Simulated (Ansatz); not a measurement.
C (model structure, P4₁2₁2, No. 92, 12 atoms in the cell)

Method: r²SCAN+rVV10 (PAW; Ansatz, a quantum-chemistry and plane-wave program).

Numerical settings: plane-wave cutoff 560 eV, 14×14×14 k mesh, Fermi–Dirac smearing 0.05 eV, scalar-relativistic PAW data made under PBE.

Cell (relaxed at this level):

```
CELL_PARAMETERS angstrom
      3.79337     0.00000     0.00000
      0.00000     3.79337     0.00000
      0.00000     0.00000     4.66608
ATOMIC_POSITIONS crystal
  C  0.92392 0.07608 0.75000
  C  0.42392 0.42392 0.00000
  C  0.07608 0.92392 0.25000
  C  0.57608 0.57608 0.50000
  C  0.62109 0.16709 0.53327
  C  0.33291 0.12109 0.78327
  C  0.37891 0.83291 0.03327
  C  0.66709 0.87891 0.28327
  C  0.12109 0.33291 0.21673
  C  0.83291 0.37891 0.96673
  C  0.87891 0.66709 0.71673
  C  0.16709 0.62109 0.46673
```

* **band gap**: 5.36 eV (indirect)
* **smallest direct gap on the k points sampled**: 5.91 eV

Note: the relaxation could raise the start's symmetry but not lower it, so the cell can be a saddle point.

A model structure was made by putting elements into a prototype or built by hand; it is no filed structure, need not be a known phase, and can be a saddle point held by its symmetry.
